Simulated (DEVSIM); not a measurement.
System: Schottky contact on n-type Si, at 450 K.

Layer 1 from the left is Si, thickness (μm) 3.70, Nd (cm⁻³) 3.9e16, τn (s) 2.1e-6, τp (s) 2.1e-6.

Left contact: Schottky, work function 4.86 eV, emission velocity 8.1e6 cm/s. Right contact: ohmic. Voltage is applied to the left contact. Recombination: SRH at mid-gap, radiative, Auger. Mobility is μmin + (μ − μmin)/(1 + (N/Nref)^α).

The device is made up for the run: typed textbook-type constants, with dimensions and the other settings drawn at random. Values at 300 K; Nc and Nv go as T^1.5, mobilities as T to minus their exponent, the gap by Varshni's rule with the affinity fixed.

Si: gap (eV) 1.124, affinity (eV) 4.05, permittivity 11.7, Nc (cm⁻³) 2.86e19, Nv (cm⁻³) 3.1e19, μn (cm²/Vs) 1417, μp (cm²/Vs) 470, μn,min 52, μp,min 45, Nref,n 9.7e16, Nref,p 2.2e17, αn 0.68, αp 0.72, T exponent of μn 2.3, T exponent of μp 2.2, B (cm³/s) 4.7e-15, Cn (cm⁶/s) 2.8e-31, Cp (cm⁶/s) 9.9e-32, Varshni α (eV/K) 0.000473, Varshni β (K) 636.

Task: Estimate by hand the built-in potential, the peak field at zero bias, the capacitance at -1.5 V, and compare with a numerical solution.

Result: 
- Built-in potential: barrier φB = 0.810 eV; Vbi = φB − kT/q ln(N_band/N) = 0.531 V; numerical 0.531 V.
- Peak field at zero bias: depletion approximation: W = √(2εVbi/(qN)) = 0.133 μm with N = 3.90e16 cm⁻³; field = 2Vbi/W = 80000 V/cm; numerical 80300 V/cm.
- Capacitance at -1.5 V: C = √(qεN / 2(Vbi + |V|)) = 39.9 nF/cm²; numerical 39.8 nF/cm².

Model (solved in DEVSIM): 1D drift-diffusion, Boltzmann statistics, complete ionisation; no tunnelling, impact ionisation, image-force lowering or self-heating. Metal contacts follow the ideal Schottky-Mott rule: no Fermi-level pinning, no interface dipoles.
